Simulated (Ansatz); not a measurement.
Consider a periodic stack without vacuum, bcc W (1 1 0) on 4H silicon carbide (0 0 1) (film strained to the substrate, faces as cut): substrate slab Si40C40, film W24, surface cells [[-2, 1], [-1, -2]] and [[5, 3], [-2, 0]], film strained by -2.8 and -0.8 %, faces C/Si and W/W as cut (like faces can put a slab off its formula). Its start:

```
CELL_PARAMETERS angstrom
      8.18619     0.00000     0.00821
     -1.75418     5.06389    -0.00420
     -0.01900    -1.44907    29.41251
ATOMIC_POSITIONS crystal
  Si 0.61253 0.81365 0.05304
  Si 0.81403 0.41441 0.05330
  Si 0.21268 0.62487 0.05606
  Si 0.41141 0.22005 0.05400
  Si 0.01810 0.02305 0.05244
  Si 0.61924 0.86704 0.22622
  Si 0.81851 0.46656 0.22614
  Si 0.21857 0.66556 0.22649
  Si 0.41878 0.26611 0.22643
  Si 0.01792 0.06534 0.22646
  Si 0.41794 0.57757 0.14056
  Si 0.61624 0.17683 0.13995
  Si 0.01607 0.37313 0.14040
  Si 0.21518 0.97801 0.14071
  Si 0.81608 0.77532 0.13958
  Si 0.62227 0.55660 0.31248
  Si 0.82207 0.15676 0.31252
  Si 0.22211 0.35610 0.31257
  Si 0.42225 0.95613 0.31256
  Si 0.02202 0.75616 0.31255
  C  0.61544 0.83932 0.11747
  C  0.81769 0.43506 0.11790
  C  0.21550 0.63826 0.11946
  C  0.41333 0.23592 0.11835
  C  0.01461 0.03471 0.11686
  C  0.62109 0.88370 0.29061
  C  0.82085 0.48369 0.29053
  C  0.22087 0.68326 0.29078
  C  0.42098 0.28327 0.29076
  C  0.02069 0.08326 0.29076
  C  0.41806 0.59372 0.20478
  C  0.61742 0.19360 0.20435
  C  0.01738 0.39230 0.20466
  C  0.21699 0.99333 0.20491
  C  0.81748 0.79327 0.20403
  C  0.61245 0.47331 0.03477
  C  0.81369 0.07215 0.02705
  C  0.21340 0.29494 0.03108
  C  0.41083 0.88261 0.03007
  C  0.01373 0.67331 0.02916
  Si 0.62738 0.91429 0.39856
  Si 0.82721 0.51433 0.39860
  Si 0.22722 0.71485 0.39873
  Si 0.42702 0.31427 0.39848
  Si 0.02741 0.11445 0.39852
  Si 0.64014 0.96918 0.56898
  Si 0.83922 0.56702 0.56900
  Si 0.23977 0.76998 0.56925
  Si 0.43898 0.37206 0.57251
  Si 0.04022 0.17053 0.57285
  Si 0.43346 0.67375 0.48448
  Si 0.63246 0.27441 0.48436
  Si 0.03368 0.47362 0.48458
  Si 0.23345 0.07573 0.48522
  Si 0.83451 0.87533 0.48458
  Si 0.65361 0.67030 0.65633
  Si 0.84017 0.25884 0.65729
  Si 0.24027 0.48204 0.65889
  Si 0.44863 0.06941 0.65467
  Si 0.04443 0.84802 0.65682
  C  0.63241 0.93454 0.46306
  C  0.83218 0.53457 0.46310
  C  0.23208 0.73597 0.46326
  C  0.43121 0.33412 0.46292
  C  0.03277 0.13484 0.46298
  C  0.64467 0.98803 0.63264
  C  0.84349 0.58308 0.63279
  C  0.24544 0.80140 0.63290
  C  0.44184 0.40216 0.63945
  C  0.04614 0.18868 0.63986
  C  0.43822 0.69433 0.54917
  C  0.63490 0.29663 0.54903
  C  0.03881 0.49299 0.54936
  C  0.23823 0.10067 0.55014
  C  0.84144 0.89884 0.54926
  C  0.62594 0.57471 0.37698
  C  0.82603 0.17490 0.37700
  C  0.22589 0.37531 0.37702
  C  0.42599 0.97475 0.37703
  C  0.02591 0.77480 0.37702
  W  0.08666 0.67804 0.73348
  W  0.08558 0.18137 0.72670
  W  0.42034 0.99272 0.73673
  W  0.42937 0.49082 0.72658
  W  0.75802 0.84812 0.73500
  W  0.75346 0.34514 0.73544
  W  0.93014 0.28365 0.81006
  W  0.92734 0.78326 0.81146
  W  0.26098 0.61100 0.80891
  W  0.25652 0.11570 0.80968
  W  0.59053 0.44768 0.81089
  W  0.59519 0.94704 0.81170
  W  0.76188 0.89011 0.89053
  W  0.76818 0.38977 0.88958
  W  0.09531 0.22045 0.89004
  W  0.09901 0.72243 0.88977
  W  0.43217 0.05520 0.88895
  W  0.42713 0.55544 0.88862
  W  0.59796 0.49383 0.96394
  W  0.60097 0.00501 0.97097
  W  0.92757 0.82541 0.96796
  W  0.93921 0.33369 0.97000
  W  0.26861 0.65216 0.96826
  W  0.26601 0.15084 0.96518
```

The start was prepared with a machine-learned potential, and the result is one local minimum, with the in-plane cell held and forces under 0.04 eV/Å; the film can end far from its bulk form.

These are PBE (plane waves to 420 eV, PAW; Ansatz, a program for electronic structure) values and carry that method's errors. Spin–orbit coupling is left out; the runs are not spin-polarised. Its k-point mesh 4×5×1, Fermi–Dirac width 0.05 eV.

Predict the relaxed interface.


- interface area = 41.5 Å²
- period = 29.63 Å
- gaps between the outermost planes at the two interfaces = 2.18 and 1.80 Å
- Si–W contacts across the interfaces within 1.22 times the sum of covalent radii = 20, mean 2.90 Å
- C–W contacts across the interfaces within 1.22 times the sum of covalent radii = 11, mean 2.43 Å
- estimate of the barrier = withheld, since the two interfaces are unlike
- slope of the mean potential energy in the substrate = +3.0 MV/cm × e
